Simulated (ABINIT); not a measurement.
**Pressure against volume in Mg3Sb2 (space group 164) (ABINIT, PBEsol)**

```xyz
5
Lattice="4.4276 0.0000 0.0000 -2.2138 3.8344 0.0000 0.0000 0.0000 7.0201" Properties=species:S:1:pos:R:3 pbc="T T T"
Mg     0.0000     0.0000     0.0000
Mg     0.0000     2.5563     4.4507
Mg     2.2138     1.2781     2.5693
Sb     0.0000     2.5563     1.6006
Sb     2.2138     1.2781     5.4195
```

Computed with PBEsol, norm-conserving pseudopotentials (PseudoDojo nc-sr-04 PBEsol standard) (plane waves; ABINIT 10.0.3). Settings: pseudos = [Mg.upf, Sb.upf]; ecut = 55 Ha; occopt = 3; tsmear = 0.00036749 Ha; ngkpt = 6 6 3; nshiftk = 1; shiftk = 0 0 0; potentials = PseudoDojo nc-sr-04 PBEsol standard; nband = 39; kptopt = 1; nstep = 60; tolvrs = 1e-12. The cell above is the first row's. The rows scale it uniformly. In all rows fractional positions and the k mesh are held.

```csv
V (Å^3/atom),P (GPa)
23.8363,4.56
24.3545,3.21
24.8727,2.00
25.3909,0.91
25.9091,-0.08
26.4272,-0.97
26.9454,?
```

### Question
Fit P against V with a cubic, and predict the withheld value at V = 26.9454.

### Answer
With u = V - 25.1, the rows have u = -1.2637, -0.7455, -0.2273, 0.2909, 0.8091, 1.3272. Least squares gives P = 1.507 - 2.1188·u + 0.2131·u² - 0.0174·u³. Residuals (row less fit): 0.000, -0.002, 0.000, 0.002, -0.003, 0.000; standard error 0.003 (degrees of freedom: 2). The fitted pressure is zero at V0 = 25.87, where dP/dV = -1.823, so B0 = -V0·dP/dV = 47.1 GPa. At the withheld row, u = 1.8454, so P = 1.507 - 2.1188 × 1.8454 + 0.2131 × 1.8454² - 0.0174 × 1.8454³ = -1.787 GPa. The calculation gives -1.77 GPa, 0.017 GPa above the prediction (0.3 % of the range of P in the table). The row lies outside the fitted rows, so this is an extrapolation. From the scatter of the fitted rows alone, a prediction at this place has a standard error of 0.011 GPa, so the miss is 1.6 times that.

Carrying the step between the two nearest rows on in a straight line would have given -1.86, off by 0.09; series whose last step already gives the withheld value aren't shown. The scan was laid around a cell of about the measured size, scaled by a guess for this functional; axis ratios and inner coordinates come from that cell. The runs keep the symmetry of the cell, so they don't test it for distortions. The PBEsol file for Sb was generated anew from PseudoDojo's inputs, some of which were changed. Spin-orbit coupling is off. The shape of the cell and the inner coordinates aren't relaxed, so V0 and B0 belong to this uniform scaling; a relaxed crystal lies no higher in energy and is usually softer (forces reach 0.36 eV/Å in these rows). 2 of the planned runs didn't end soundly and are left out. Cutoffs and mesh are single choices, not tested for convergence of this quantity. Series with a scatter that would blur these digits, or in which a gap closes, are not shown.
